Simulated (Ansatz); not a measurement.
**CsSnI3: response to strain**

Take CsSnI$_{3}$ in the cubic perovskite structure (space group Pm-3m, No. 221; a = 6.1305 Å) as the base. Axes: x, y, z lie along the cube axes.

Strains are applied to the cell and any free atomic positions relax; under biaxial strain the out-of-plane vector relaxes too.

Level of theory: PBEsol (Ansatz, an electronic-structure program), spin-orbit coupling left out.

Notes on the quantities. pressure: mean of the normal stresses, compression positive; energy relative to the base: free energy F.

```json
[
 {"case": "base", "pressure": "0.00 GPa", "band gap": "0.10 eV", "energy relative to the base": "0 meV/atom", "volume per atom": "46.08 Å³"},
 {"case": "biaxial strain +0.60 %, plane normal [001], relaxed out of plane", "pressure": "-0.18 GPa", "band gap": "0.13 eV", "energy relative to the base": "(withheld)", "volume per atom": "46.58 Å³"},
 {"case": "biaxial strain +1.20 %, plane normal [001], relaxed out of plane", "pressure": "-0.36 GPa", "band gap": "0.16 eV", "energy relative to the base": "+1.9 meV/atom", "volume per atom": "47.08 Å³"},
 {"case": "biaxial strain +1.80 %, plane normal [001], relaxed out of plane", "pressure": "-0.51 GPa", "band gap": "0.19 eV", "energy relative to the base": "+4.2 meV/atom", "volume per atom": "47.58 Å³"},
 {"case": "biaxial strain +2.40 %, plane normal [001], relaxed out of plane", "pressure": "-0.66 GPa", "band gap": "0.22 eV", "energy relative to the base": "+7.3 meV/atom", "volume per atom": "48.08 Å³"},
 {"case": "biaxial strain +3.00 %, plane normal [001], relaxed out of plane", "pressure": "(withheld)", "band gap": "0.24 eV", "energy relative to the base": "(withheld)", "volume per atom": "48.58 Å³"}
]
```

### Question
Fill in the withheld entries from the trend.

### Answer

- biaxial strain +0.60 %, plane normal [001], relaxed out of plane, energy relative to the base: +0.5 meV/atom
- biaxial strain +3.00 %, plane normal [001], relaxed out of plane, pressure: -0.79 GPa
- biaxial strain +3.00 %, plane normal [001], relaxed out of plane, energy relative to the base: +11 meV/atom

With I present, leaving out spin-orbit coupling can change the band edges. Stability against distortions was not tested. Many cubic perovskites are stable only at high temperature; tilts and polar distortions were not tested. The zero or small gap of CsSnI3 can change with the level of theory.
